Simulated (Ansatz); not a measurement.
For TaAl (model structure, P4/mmm, No. 123, 2 atoms in the cell), LDA in Ansatz (plane waves, PAW) gives:

| Quantity | Value |
|---|---|
| lattice constant a | 2.783 Å |
| lattice parameter c | 4.126 Å |
| bulk modulus B0 | 174 GPa |
| cohesive energy | 7.02 eV/atom |

Question: What does r²SCAN in Ansatz (plane waves, PAW) give for the same quantities?

Answer: 
- lattice constant a: 2.820 Å (increases by 1.3 %)
- lattice parameter c: 4.164 Å (rises by 0.9 %)
- bulk modulus: 167 GPa (shrinks by 4.0 %)
- cohesive energy: 6.05 eV/atom (falls by 0.97 eV/atom)

Changes are worked out from the printed values.

Unless a cell is named, each level is at its own relaxed cell (LDA 15.98, r²SCAN 16.56 Å³/atom).

Levels without +SOC leave out spin–orbit coupling, which shifts energies and cells of such heavy elements.

Caveats: the bulk modulus is −V dP/dV from two relaxed cells at ±2 % in volume (LDA, r²SCAN). Ansatz's density-functional and Hartree–Fock values are scalar-relativistic unless marked +SOC, with PAW data made under PBE.

A model structure was made by putting elements into a prototype or built by hand; it is no filed structure, need not be a known phase, and can be a saddle point held by its symmetry.

Ansatz is a program for electronic structure.
